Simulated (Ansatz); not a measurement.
# Ag: response to strain

Start from Ag in the fcc (Cu type) structure (space group Fm-3m, No. 225; a = 4.001 Å; relaxed with 0.1 eV smearing).

Strains are applied to the cell and any free atomic positions relax.

The values are results of plane-wave PAW DFT at the LDA level (Ansatz, a program for electronic structure, 420 eV), scalar-relativistic without spin-orbit coupling, not measurements.

Candidates:
(a) isotropic strain +2.50 %
(b) isotropic strain +1.00 %
(c) isotropic strain −2.50 %
(d) isotropic strain −1.50 %
(e) isotropic strain +0.50 %

Notes on the quantities. energy relative to the base: free energy F.

Question: Order them by energy relative to the base, highest first.

Answer: (c) isotropic strain −2.50 % (+44 meV/atom), (a) isotropic strain +2.50 % (+35 meV/atom), (d) isotropic strain −1.50 % (+15 meV/atom), (b) isotropic strain +1.00 % (+6.0 meV/atom), (e) isotropic strain +0.50 % (+1.5 meV/atom)

Stability against distortions was not tested.
